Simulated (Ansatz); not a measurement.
System: rock-salt LaTe. Method: rVV10 (Ansatz, a first-principles code, plane waves, PAW).

Numerical settings: plane-wave cutoff 520 eV, 16×16×16 k mesh, Fermi–Dirac smearing 0.05 eV, scalar-relativistic PAW data made under PBE.

Pressure at four volumes; x = ln(V/34.851 Å³). One pressure is withheld.

```csv
V (Å³/atom),x,P (GPa)
32.760,-0.0619,?
33.457,-0.0408,2.46
34.851,0.0000,0.00
36.942,0.0583,-2.81
```

### Question
Pass a parabola P(x) through the three rows shown, estimate the bulk modulus and its pressure derivative near zero pressure, and predict the withheld pressure.

### Answer
Slopes between the rows: (0.00 − (2.46))/(0.0000 − (-0.0408)) = -60.29 and (-2.81 − (0.00))/(0.0583 − (0.0000)) = -48.20 GPa. Their difference over the span 0.0991 is c = 12.09/0.0991 = 122.0 GPa, so P(x) = 2.46 + (-60.29)(x − (-0.0408)) + 122.0 (x − (-0.0408))(x − (0.0000)). At the middle row B = −dP/dx = −[-60.29 + 122.0 × 0.0408] = 55.3 GPa, and B′ = dB/dP = 2c/B = 4.4. At x = -0.0619 the parabola gives 3.89 GPa; the run gives 3.90 GPa. The Birch–Murnaghan fit to the energies at all volumes has B0 = 54.9 GPa and B′ = 4.5.

Spin–orbit coupling is not included; it can open a gap where bands touch, and shift volumes and moduli.
